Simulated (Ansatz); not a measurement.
AlBiO3 (Pm-3m, No. 221, 5 atoms in the cell; start mp-23080; idealised structure), treated with HSE06 (PAW; Ansatz, a first-principles code).

Numerical settings: plane-wave cutoff 520 eV, 8×8×8 k mesh, scalar-relativistic PAW data made under PBE.

Computed at the level's own relaxed cell.

Elastic tensor (GPa, Voigt notation, ions relaxed):

```
  356.0   143.9   143.9     0.0     0.0     0.0
  143.9   356.0   143.9     0.0     0.0     0.0
  143.9   143.9   356.0     0.0     0.0     0.0
    0.0     0.0     0.0   151.4     0.0     0.0
    0.0     0.0     0.0     0.0   151.4     0.0
    0.0     0.0     0.0     0.0     0.0   151.4
```

Work out the Voigt, Reuss and Hill averages of the bulk and shear moduli, Young's modulus and Poisson's ratio from the printed constants.

K_V = [C11 + C22 + C33 + 2(C12 + C13 + C23)]/9 = [1068.0 + 2 × 431.7]/9 = 214.6 GPa. G_V = [1068.0 − 431.7 + 3 × 454.2]/15 = 133.3 GPa. From the compliances S = C⁻¹, K_R = 214.6 and G_R = 129.3 GPa. Hill means: K = 214.6, G = 131.3 GPa. E = 9KG/(3K + G) = 327 GPa, ν = (3K − 2G)/(6K + 2G) = 0.25, K/G = 1.63.

Note: the relaxation could not lower the start's symmetry, so the cell can be a saddle point above a distorted one.

Spin–orbit coupling is not included; it can shift volumes and moduli of such heavy elements.

A start named mp-… is a Materials Project structure, which need not be a measured phase.
